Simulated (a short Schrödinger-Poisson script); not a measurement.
Stack: symmetric double-gate stack, SiO2 on p-type GaN, at 300 K.

```
layer  material  thickness (nm)  Na (cm⁻³)
-----  --------  --------------  ---------
1          SiO2             1.4          -
2           GaN               5       2e17
3          SiO2             1.4          -
```

Constants are typed, rounded textbook-type inputs, not results; the design itself was drawn at random and stands for no fabricated device. SiO2: permittivity 3.9, conduction-band edge (eV) 3.2, gap (eV) 9, electron mass (mₑ) 0.5. GaN: permittivity 9.5, conduction-band edge (eV) 0, gap (eV) 3.43, Nv at 300 K (cm⁻³) 4.6e19.

Channel valleys (confinement mass, in-plane density-of-states mass, number): Γ 0.2, 0.2, 1. At the gates, both at one voltage, the conduction-band edge of layer 1 lies 3.34 eV − eVg above the Fermi level of the channel. Gaps are held at their typed values at every temperature. Mesh 0.03 nm at interfaces.

From a short Schrödinger-Poisson script (our own, NumPy): 1D Poisson equation in equilibrium, electrons classical, Fermi-Dirac, parabolic valleys, classical holes, full ionisation, no traps, pinning or gate leakage.

The same stack at other levels of the model or other numerical settings:

```json
[
 {"run": "base", "sheet density of all electrons at Vg = 0.85 V (cm⁻²)": "1.39e13", "sheet density of all electrons at Vg = 0.25 V (cm⁻²)": "1.92e12", "capacitance of both gates at Vg = 0.85 V (μF/cm²)": "3.41", "gate voltage at 1e11 electrons/cm² (V)": "0.09", "rough cost against the base": "about 1"},
 {"run": "electrons treated as classical, Boltzmann", "sheet density of all electrons at Vg = 0.85 V (cm⁻²)": "1.78e13", "sheet density of all electrons at Vg = 0.25 V (cm⁻²)": "(withheld)", "capacitance of both gates at Vg = 0.85 V (μF/cm²)": "4.52", "gate voltage at 1e11 electrons/cm² (V)": "0.09", "rough cost against the base": "0.3"},
 {"run": "electrons treated as quantum, Hartree", "sheet density of all electrons at Vg = 0.85 V (cm⁻²)": "1.09e13", "sheet density of all electrons at Vg = 0.25 V (cm⁻²)": "9.72e11", "capacitance of both gates at Vg = 0.85 V (μF/cm²)": "(withheld)", "gate voltage at 1e11 electrons/cm² (V)": "0.15", "rough cost against the base": "4"},
 {"run": "electrons treated as quantum, Hartree plus LDA exchange-correlation", "sheet density of all electrons at Vg = 0.85 V (cm⁻²)": "1.18e13", "sheet density of all electrons at Vg = 0.25 V (cm⁻²)": "1.33e12", "capacitance of both gates at Vg = 0.85 V (μF/cm²)": "2.93", "gate voltage at 1e11 electrons/cm² (V)": "0.13", "rough cost against the base": "7"},
 {"run": "mesh six times as coarse", "sheet density of all electrons at Vg = 0.85 V (cm⁻²)": "(withheld)", "sheet density of all electrons at Vg = 0.25 V (cm⁻²)": "1.89e12", "capacitance of both gates at Vg = 0.85 V (μF/cm²)": "3.35", "gate voltage at 1e11 electrons/cm² (V)": "0.09", "rough cost against the base": "0.6"}
]
```

Problem. Fill in the missing entries.

Solution. 
- electrons treated as classical, Boltzmann, sheet density of all electrons at Vg = 0.25 V (cm⁻²): 2.25e12
- electrons treated as quantum, Hartree, capacitance of both gates at Vg = 0.85 V (μF/cm²): 2.85
- mesh six times as coarse, sheet density of all electrons at Vg = 0.85 V (cm⁻²): 1.36e13

The classical rows ignore confinement, and Boltzmann statistics overrate the density once the band edge passes the Fermi level.

In real p-type GaN the Mg acceptor is only partly ionised, and so wide a gap doesn't supply an inversion layer without source and drain.
